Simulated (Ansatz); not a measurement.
## IrO2, response to strain

Start from IrO2 in the rutile structure (space group P4_2/mnm, No. 136).

```yaml
crystal:
  lattice:
    - [4.47181, 0.00000, 0.00000]
    - [0.00000, 4.47181, 0.00000]
    - [0.00000, 0.00000, 3.15362]
  atoms:
    - { symbol: Ir, position: [0.00000, 0.00000, 0.00000] }
    - { symbol: Ir, position: [0.50000, 0.50000, 0.50000] }
    - { symbol: O, position: [0.30879, 0.30879, 0.00000] }
    - { symbol: O, position: [0.80879, 0.19121, 0.50000] }
    - { symbol: O, position: [0.19121, 0.80879, 0.50000] }
    - { symbol: O, position: [0.69121, 0.69121, 0.00000] }
```

Cartesian axes are those of the cell as printed.

Strains are applied to the cell and any free atomic positions relax.

All numbers come from PBEsol (Ansatz, a quantum-chemistry and plane-wave program), spin-orbit coupling left out.

Notes on the quantities. pressure: mean of the normal stresses, compression positive; energy relative to the base: free energy F.

```tsv
case	pressure	energy relative to the base	volume per atom
base	0.0 GPa	0 meV/atom	10.51 Å³
isotropic strain +2.84 %	-21.0 GPa	+66 meV/atom	11.43 Å³
uniaxial strain ε_yy = −0.94 %	2.7 GPa	+1.0 meV/atom	10.41 Å³
tensor shear ε_yz = +0.99 %	0.0 GPa	+1.4 meV/atom	10.51 Å³
```

Without a gap, meshes like the base's 11×11×15 leave anisotropic stresses uncertain by several tenths of a GPa, and small strain energies with them. Whether these cells are dynamically stable was not tested. No Hubbard U is applied, and correlation can decide whether such a compound is a metal. All final runs are without spin polarisation.
